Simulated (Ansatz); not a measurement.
System: BeS (model structure, started from the BN type, Pm-3n, No. 223, 12 atoms in the cell). Method: r²SCAN (PAW; Ansatz, a quantum-chemistry and plane-wave program).

Settings: plane-wave cutoff 560 eV, 6×6×6 k mesh, Fermi–Dirac smearing 0.01 eV, scalar-relativistic PAW data made under PBE.

Cell (relaxed with PBEsol):

```
BeS
1.0
    5.96478     0.00000     0.00000
    0.00000     5.96478     0.00000
    0.00000     0.00000     5.96478
Be S
6 6
Direct
  0.25000   0.00000   0.50000
  0.50000   0.25000   0.00000
  0.50000   0.75000   0.00000
  0.75000   0.00000   0.50000
  0.00000   0.50000   0.75000
  0.00000   0.50000   0.25000
  0.25000   0.50000   0.00000
  0.00000   0.25000   0.50000
  0.00000   0.75000   0.50000
  0.75000   0.50000   0.00000
  0.50000   0.00000   0.75000
  0.50000   0.00000   0.25000
```

Problem. Give the computed band gap, smallest direct gap on the k points sampled and Γ–Γ gap.

Solution. 
band gap: 3.55 eV (indirect)
smallest direct gap on the k points sampled: 3.70 eV
Γ–Γ gap: 4.24 eV

Note: the relaxation could raise the start's symmetry but not lower it, so the cell can be a saddle point; cell and atoms aren't relaxed at this level (pressure 1.2 GPa).

Computed values are for the static lattice.

A model structure was made by putting elements into a prototype or built by hand; it is no filed structure, need not be a known phase, and can be a saddle point held by its symmetry.
